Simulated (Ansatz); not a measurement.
The starting structures come from a database of crystals and need not be the phases stable at ambient conditions.

 Where the default PAW files enter, the runs use the earlier of Ansatz's two default sets.

Data:

```xyz
14
Lattice="5.8772 0.0000 0.0000 0.0000 5.8772 0.0000 2.9386 -2.9386 4.1558" Properties=species:S:1:pos:R:3 pbc="T T T"
Ge     2.9386     4.4079     1.0390
Ge     7.3465     0.0000     3.1169
Ge     2.9386     1.4693     1.0390
Ge     4.4079     0.0000     3.1169
Ge     0.0000     0.0000     0.0000
Ge     5.8772     2.9386     2.0779
N      4.3120     2.9386     0.9711
N      2.9386     1.3734     3.0490
N      1.5652     2.9386     0.9711
N      2.9386    -1.3734     3.0490
N      5.8772     1.3734     3.1847
N      4.3120     0.0000     1.1068
N      5.8772    -1.3734     3.1847
N      1.5652     0.0000     1.1068
```

Space group of this cell: Fd-3m. The cell is taken as given; by PBEsol its mean pressure is -6.4 GPa.

Computed with PBEsol (plane waves, PAW; Ansatz, a quantum-chemistry and plane-wave program).

The current runs along the normal of the first two printed vectors; no spin-orbit coupling. Scaled by the factor s: both lengths across the current (ions clamped). Meshes 8×8×8 and 6×6 across the current in all rows.

```tsv
s	mean pressure (GPa)	band gap (eV)
0.98	2.9	2.10
1.00	-6.4	1.87
1.02	-13.8	?
```

Q: Take the slope of the band gap against ln s from the two given rows, extrapolate to s = 1.02, and say what the run there gives.

A: Slope = (2.10 − 1.87) / ln 0.98 = -11.4 eV. The line gives 1.87 + (-11.4) × ln 1.02 = 1.64 eV. The run gives 1.38 eV, 0.26 eV under the line, 117 % of the predicted step.
